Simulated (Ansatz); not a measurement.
The starting structures come from a database of crystals and need not be the phases stable at ambient conditions.

 Where the default PAW files enter, the runs use the earlier of Ansatz's two default sets.

Inside the gap of an insulator the Bloch states are evanescent, with a wavenumber k + iκ along the transport direction.

```xyz
5
Lattice="4.7748 0.0000 0.0000 0.0000 6.2116 0.0000 0.0000 3.1058 1.7931" Properties=species:S:1:pos:R:3 pbc="T T T"
Ca     0.0000     0.0000     0.0000
H      2.1154     2.0705     0.0000
H      2.6594     4.1411     0.0000
O      1.1443     2.0705     0.0000
O      3.6305     4.1411     0.0000
```

Space group of this cell: P-3m1. The cell was relaxed by PBE-D3(BJ); by PBEsol its mean pressure is -0.8 GPa.

Transport runs along the normal of the first two printed cell vectors, the (110) plane of the conventional cell.

The gap is the functional's own. No spin-orbit coupling. Mid-gap values are interpolated on the energy grid.

### Question
Give the band gap and the smallest decay constant κ at mid-gap that PBEsol run with Ansatz (a program for electronic structure) yields.

### Answer
Gap 4.15 eV on a 6×16×16 mesh; κ = 0.351 1/Å, at the zone centre.
